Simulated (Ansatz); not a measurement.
**PBE against r2SCAN: TiB2, pressure 9 GPa**

The reference is TiB2 (space group P6/mmm, No. 191; a = 3.0320 Å, c = 3.2243 Å).

(Cell as relaxed with PBE.)

Levels (all Ansatz, an electronic-structure program, PAW): PBE (420 eV, no spin-orbit coupling); r2SCAN (500 eV, no spin-orbit coupling).

Each level relaxes its own structure.

```json
[
 {"base": "volume per atom", "PBE": "8.56 Å³", "r2SCAN": "8.51 Å³"},
 {"base": "lattice parameter a", "PBE": "3.032 Å", "r2SCAN": "3.025 Å"},
 {"base": "band gap", "PBE": "zero", "r2SCAN": "zero"}
]
```

It is then changed as follows: cell and atoms relaxed at a pressure of 9 GPa.

```csv
quantity,PBE,r2SCAN
lattice parameter a,3.003 Å,?
c/a ratio,1.059,?
band gap,zero,?
```

Task: What does r2SCAN give?

Result: 
- lattice parameter a, r2SCAN: 2.996 Å
- c/a ratio, r2SCAN: 1.061
- band gap, r2SCAN: zero

PBE's lattice parameter a lies 0.0064 Å above r2SCAN's (0.2 %); PBE's c/a ratio lies 0.002 below r2SCAN's; the two agree on the band gap. Neither level is exact; r2SCAN is the comparison here, not a measurement.

Load acts through the strain it causes; cell and atoms are relaxed under it. Whether these cells are dynamically stable was not tested. No other phases were tried under pressure. All final runs are without spin polarisation.
